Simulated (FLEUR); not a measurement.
Worked example: self-consistent single point of Sn₂Pt (Fm-3m, 3 atoms in the cell) in FLEUR.

Level of theory: FLEUR with LDA (Perdew-Zunger), all-electron FLAPW (FLEUR), scalar-relativistic valence.

The change in words: lattice scaled by 0.98. Reference geometry:
```yaml
crystal:
  lattice:
    - [0.00000, 3.24309, 3.24309]
    - [3.24309, 0.00000, 3.24309]
    - [3.24309, 3.24309, 0.00000]
  atoms:
    - { symbol: Sn, position: [0.75000, 0.75000, 0.75000] }
    - { symbol: Sn, position: [0.25000, 0.25000, 0.25000] }
    - { symbol: Pt, position: [0.00000, 0.00000, 0.00000] }
```

Reference input (self-consistent single point, DFT, LDA (Perdew-Zunger), all-electron FLAPW (FLEUR), scalar-relativistic valence): Kmax = 4.1 1/bohr; GmaxXC = 12.3 1/bohr; xcFunctional = pz; jspins = 1; l_soc = F; mode = gauss; fermiSmearingEnergy = 0.00999582 Htr; mesh (inpgen div1-3) = 12 12 12; inpgen gamma flag = true; Gmax = 12.3 1/bohr; numbands = 0; maxIterBroyd = 15. This run's input differs from it in these lines:

```diff
@@ -4,5 +4,5 @@
 0.0000000000 0.7071067812 0.7071067812
-0.7071067812 0.0000000000 0.7071067812
-0.7071067812 0.7071067812 0.0000000000
-8.6670945736
+0.7071067812 -0.0000000000 0.7071067812
+0.7071067812 0.7071067812 -0.0000000000
+8.4937524148
 1.0 1.0 1.0
@@ -45,5 +45,5 @@
          <bravaisMatrix>
-            <row-1>    0.0000000000000000     6.1285613462942825     6.1285613462942825</row-1>
-            <row-2>    6.1285613462942825     0.0000000000000000     6.1285613462942825</row-2>
-            <row-3>    6.1285613462942825     6.1285613462942825     0.0000000000000000</row-3>
+            <row-1>    0.0000000000000000     6.0059899303389548     6.0059899303389548</row-1>
+            <row-2>    6.0059899303389548     0.0000000000000000     6.0059899303389548</row-2>
+            <row-3>    6.0059899303389548     6.0059899303389548     0.0000000000000000</row-3>
          </bravaisMatrix>
```

The program printed (abridged):

```
 Iteration:     1   Distance:      10.97131677 me/bohr^3
 Iteration:     2   Distance:       9.71562966 me/bohr^3
 Iteration:     3   Distance:       4.69215837 me/bohr^3
 Iteration:     4   Distance:       1.96770169 me/bohr^3
 Iteration:     5   Distance:       1.52151856 me/bohr^3
   [... 9 lines left out ...]
 Iteration:    15   Distance:       0.00005550 me/bohr^3
 Iteration:    16   Distance:       0.00004452 me/bohr^3
 Iteration:    17   Distance:       0.00002083 me/bohr^3
 Iteration:    18   Distance:       0.00000969 me/bohr^3
 Run finished successfully
 Stop message:
   Structural relaxation: Done

[file out, last iteration]
             iter=     19
[...]
          total density-effective poten   -5.2857545760E+04
          total charge density-energy d   -6.6708506662E+02
 Updated energy parameters for spin:           1
[...]
 fermi energy and band-weighting factors:
    0.728130    0.980557

[...]
FERMIE:
          first approx. to ef    (T=0)  :   0.384521 htr   (energy of the highest occ. eigenvalue)
          number of occ. states  (T=0)  :       1581
          first approx. to seigv (T=0)  : -13.981135 htr
          sum of weights of occ. states :  22.000579
          sum of semicore charge        :   0.000000 e
          fermi energy=   0.38472 har   work function= -10.46873 ev
          number of valence electrons=  43.99999
   [... lines left out ...]
          total moment                 =     0.00000
 Direct bandgap for spin            1 :    5.1395878760513436E-003  Htr
 ---->    free energy=                    -30784.1548506525 htr
   [... lines left out ...]
      extrapolation for T->0
 ---->    total electron energy=          -30784.1548506525 htr
 ***** TOTAL FORCES ON ATOMS *****
 TOTAL FORCE FOR ATOM TYPE=  1  X= -3.003   Y= -3.003   Z= -3.003
                       FX_TOT= 0.000000 FY_TOT= 0.000000 FZ_TOT= 0.000000
 TOTAL FORCE FOR ATOM TYPE=  2  X=  0.000   Y=  0.000   Z=  0.000
                       FX_TOT= 0.000000 FY_TOT= 0.000000 FZ_TOT= 0.000000
 Structural relaxation: Done
```

The run converged in 18 iterations. FLEUR gives forces in its relaxation mode, with a further iteration, so its stop message speaks of a relaxation. Against the reference run the total energy falls by 4.9 meV/atom.

The starting cell comes from a database of computed structures (which also holds hypothetical and non-ambient phases and stackings), without a prior relaxation at this level. For this run, on top of that: lattice scaled by 0.98. Spin-orbit coupling is off. Spin polarisation is off. Values depend on the basis (sphere radii, cutoffs, local orbitals), which need not be converged. The log's line on a gap gives a spacing of levels on this mesh, which the program prints for metals too.

Cost on one core of a shared machine: roughly 3 min.
